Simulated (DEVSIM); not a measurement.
# abrupt Si n-p junction

Structure: abrupt Si n-p junction, at 300 K.

| layer (left to right) | material | thickness (μm) | Nd (cm⁻³) | Na (cm⁻³) | τn (s) | τp (s) |
|---|---|---|---|---|---|---|
| 1 | Si | 0.870 | 7.8e15 | - | 1.5e-5 | 1.5e-5 |
| 2 | Si | 12.0 | - | 2e17 | 1.5e-5 | 1.5e-5 |

Left contact: ohmic. Right contact: ohmic. Voltage is applied to the left contact. Recombination: SRH at mid-gap, Auger. Mobility is μmin + (μ − μmin)/(1 + (N/Nref)^α).

The device is made up for the run: typed textbook-type constants, with dimensions and the other settings drawn at random. Values at 300 K.

```
parameter           Si
-------------  -------
gap (eV)         1.124
affinity (eV)     4.05
permittivity      11.7
Nc (cm⁻³)      2.86e19
Nv (cm⁻³)       3.1e19
μn (cm²/Vs)       1417
μp (cm²/Vs)        470
μn,min              52
μp,min              45
Nref,n          9.7e16
Nref,p          2.2e17
αn                0.68
αp                0.72
Cn (cm⁶/s)     2.8e-31
Cp (cm⁶/s)     9.9e-32
```

Model (solved in DEVSIM): 1D drift-diffusion, Boltzmann statistics, complete ionisation; no tunnelling, impact ionisation, image-force lowering or self-heating.

```yaml
potential_step_across_the_device_at_zero_bias: 0.781 V
largest_field_in_the_device_at_zero_bias: 44000 V/cm
Dark forward voltage at 1 A/cm²: 0.561 V
Dark forward voltage at 100 A/cm²: 0.704 V
```

Small-signal capacitance in reverse bias (quasi-static):

| V (V) | C (nF/cm²) |
|---|---|
| 0.1 | 27.5 |
| 0.25 | 25.3 |
| 0.5 | 22.5 |
| 0.75 | 20.5 |
| 1 | 19.0 |
| 1.5 | 16.7 |

Dark reverse current:

| V (V) | J (A/cm²) |
|---|---|
| 0.10 | 7.8e-10 |
| 0.25 | 1.1e-9 |
| 0.50 | 1.5e-9 |
| 0.75 | 1.9e-9 |
| 1.00 | 2.2e-9 |
| 1.50 | 2.9e-9 |
